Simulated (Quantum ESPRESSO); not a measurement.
Input and output of a self-consistent single point for NiPbF6 (R-3, 8 atoms in the cell) (Quantum ESPRESSO).

Method: PBEsol, PseudoDojo standard norm-conserving (PBESOL) pseudopotentials (plane waves; Quantum ESPRESSO 7.5).

The change in words: lattice scaled by 0.98. Reference geometry:
```yaml
crystal:
  lattice:
    - [2.58187, 1.49064, 4.80734]
    - [-2.58187, 1.49064, 4.80734]
    - [0.00000, -2.98129, 4.80734]
  atoms:
    - { symbol: Ni, position: [0.00000, 0.00000, 0.00000], spin: 2.0 }
    - { symbol: Pb, position: [0.50000, 0.50000, 0.50000] }
    - { symbol: F, position: [0.39328, 0.08912, 0.76111] }
    - { symbol: F, position: [0.60672, 0.91088, 0.23889] }
    - { symbol: F, position: [0.76111, 0.39328, 0.08912] }
    - { symbol: F, position: [0.23889, 0.60672, 0.91088] }
    - { symbol: F, position: [0.08912, 0.76111, 0.39328] }
    - { symbol: F, position: [0.91088, 0.23889, 0.60672] }
```
(The spins are starting values, not results.)

Reference input (self-consistent single point, DFT, PBEsol, plane waves, PseudoDojo standard norm-conserving (PBESOL) pseudopotentials): ecutwfc = 100 Ry; occupations = smearing; smearing = fermi-dirac; degauss = 0.00147 Ry; nspin = 2; potentials = {Ni: Ni.upf, Pb: Pb.upf, F: F.upf}; K_POINTS = automatic 3 3 3 0 0 0; conv_thr = 1e-10 Ry; mixing_beta = 0.4. This run's input differs from it in these lines:

```diff
@@ -28,5 +28,5 @@
 CELL_PARAMETERS angstrom
-   2.58186921     1.49064288     4.80733900
-  -2.58186921     1.49064288     4.80733900
-   0.00000000    -2.98128576     4.80733900
+   2.53023189     1.46083006     4.71119200
+  -2.53023189     1.46083006     4.71119200
+   0.00000000    -2.92166013     4.71119200
 ATOMIC_POSITIONS crystal
```

The program printed (abridged):

```
     Self-consistent Calculation

     iteration #  1     ecut=   100.00 Ry     beta= 0.40

     total energy              =    -769.40135097 Ry
     estimated scf accuracy    <       0.86699087 Ry

     total magnetization       =     2.00 Bohr mag/cell
     absolute magnetization    =     2.01 Bohr mag/cell

     iteration #  2     ecut=   100.00 Ry     beta= 0.40

     total energy              =    -769.58786825 Ry
     estimated scf accuracy    <       0.06719952 Ry

     total magnetization       =     2.00 Bohr mag/cell
     absolute magnetization    =     2.02 Bohr mag/cell

     iteration #  3     ecut=   100.00 Ry     beta= 0.40

   [... lines left out ...]
     absolute magnetization    =     2.06 Bohr mag/cell

     iteration # 13     ecut=   100.00 Ry     beta= 0.40

     Magnetic moment per site  (integrated on atomic sphere of radius R)
     atom   1 (R=0.146)  charge= 15.3141  magn=  1.6315
     atom   2 (R=0.155)  charge=  9.0550  magn=  0.0021
     atom   3 (R=0.146)  charge=  6.4232  magn=  0.0504
     atom   4 (R=0.146)  charge=  6.4232  magn=  0.0504
     atom   5 (R=0.146)  charge=  6.4232  magn=  0.0504
     atom   6 (R=0.146)  charge=  6.4232  magn=  0.0504
     atom   7 (R=0.146)  charge=  6.4232  magn=  0.0504
     atom   8 (R=0.146)  charge=  6.4232  magn=  0.0504
     End of self-consistent calculation

     the Fermi energy is     5.3852 ev

!    total energy              =    -769.59624696 Ry
     estimated scf accuracy    <          5.9E-11 Ry
     smearing contrib. (-TS)   =      -0.00000074 Ry
     internal energy E=F+TS    =    -769.59624622 Ry

     total magnetization       =     2.00 Bohr mag/cell
     absolute magnetization    =     2.06 Bohr mag/cell

     convergence has been achieved in  13 iterations

     Forces acting on atoms (cartesian axes, Ry/au):

     atom    1 type  1   force =     0.00000000    0.00000000    0.00000000
     atom    2 type  2   force =     0.00000000    0.00000000    0.00000000
     atom    3 type  3   force =     0.00149578   -0.01125658   -0.00911067
     atom    4 type  3   force =    -0.00149578    0.01125658    0.00911067
   [... lines left out ...]

     Total force =     0.035661     Total SCF correction =     0.000014

          total   stress  (Ry/bohr**3)                   (kbar)     P=       17.41
   0.00011955  -0.00000000   0.00000000           17.59       -0.00        0.00
   0.00000000   0.00011955   0.00000000            0.00       17.59        0.00
  -0.00000000   0.00000000   0.00011587           -0.00        0.00       17.04

   JOB DONE.
```

The run converged in 13 iterations. Against the reference run the free energy goes down by 7.4 meV/atom, the pressure goes from -4.33 to 1.74 GPa, the largest force stays at 0.374 eV/Å, the gap on the mesh goes from 0.217 to 0.348 eV and the size of the net moment stays at 0.25 μB/atom.

The starting cell comes from a database of computed structures (which also holds hypothetical and non-ambient phases and stackings), without a prior relaxation at this level. Its lattice was rescaled by a random factor within 2.5 % of one. For this run, on top of that: lattice scaled by 0.98. Spin-orbit coupling is off. With one magnetic atom in the cell only a parallel order is possible.

Cost on one core of a shared machine: roughly 2 min.
